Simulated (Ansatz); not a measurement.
The reference is W in the bcc (W type) structure (space group Im-3m, No. 229; relaxed with 0.1 eV smearing).

```xyz
1
Lattice="-1.5771 1.5771 1.5771 1.5771 -1.5771 1.5771 1.5771 1.5771 -1.5771" Properties=species:S:1:pos:R:3 pbc="T T T"
W      0.0000     0.0000     0.0000
```

Cartesian axes are those of the cell as printed.

Computed with PBEsol (Ansatz, a program for electronic structure, PAW, spin-orbit coupling left out).

For the base:

```
Quantity                        Result
-----------------------------  -------
Shortest interatomic distance  2.732 Å
Pressure                       0.0 GPa
```

The change: the cell is compressed by 1.00 % along z with no lateral relaxation; the atoms relax in the strained cell.

### Question
What happens to the shortest interatomic distance and pressure?

### Answer
The shortest interatomic distance drops by 0.009 Å (2.732 Å → 2.723 Å); the pressure (mean of the normal stresses, compression positive) goes from zero to 3.3 GPa.

Whether these cells are dynamically stable was not tested. The final runs are not spin-polarised.
